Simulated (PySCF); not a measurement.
PySCF 2.14.0, TPSSH/def2-svpd, df: [Br][Ge]([Br])[Br], charge +1, multiplicity 1, 4 atoms. The geometry is a generated start, not checked to be a minimum at this level.

- task = energy
- method = tpssh
- basis = def2-svpd
- two-electron scheme = density fitting
- mol.max_memory = 3000 MB
- mf.max_cycle = 100
- mf.conv_tol = 1e-09 (default)
- mf.grids.level = 3 (default)
- basis functions = 161
- grid points = 81912

```xyz
4

Br     2.1743    -0.7047     0.0228
Ge    -0.0004    -0.0003     0.0002
Br    -1.6982    -1.5316    -0.0219
Br    -0.4757     2.2366    -0.0010
```

Charge 1 and multiplicity 1 are set for this test and not shown to be the ground state.

With the defaults (mf.DIIS = CDIIS, mf.diis = true, mf.diis_space = 8, mf.damp = 0, mf.diis_start_cycle = 1, mf.init_guess = minao, mf.level_shift = 0) it converges in 12 Fock builds. One run each on 2 threads, 1 BLAS thread, with these changes:
- mf.diis_space = 12
- mf.damp = 0.7, mf.diis_start_cycle = 8
- mf.diis = false
- mf.diis = false, mf.damp = 0.7, mf.diis_start_cycle = 999
- mf.DIIS = EDIIS
- mf.init_guess = huckel
- mf.level_shift = 1 Hartree
- mf.diis_space = 20
- mf.damp = 0.3, mf.diis_start_cycle = 4

### Question
Which runs fail or end elsewhere than the default run?

### Answer
No convergence: mf.DIIS = EDIIS; mf.diis = false (the run ends without SCF convergence in 100 cycles). The rest reach the solution of the defaults.

```tsv
setting	Fock builds	end
the defaults	12	same solution
mf.diis_space = 12	12	same solution
mf.diis_space = 20	12	same solution
mf.damp = 0.7, mf.diis_start_cycle = 8	14	same solution
mf.init_guess = huckel	14	same solution
mf.damp = 0.3, mf.diis_start_cycle = 4	16	same solution
mf.diis = false, mf.damp = 0.7, mf.diis_start_cycle = 999	25	same solution
mf.level_shift = 1 Hartree	42	same solution
mf.DIIS = EDIIS	101	no convergence
mf.diis = false	101	no convergence
```
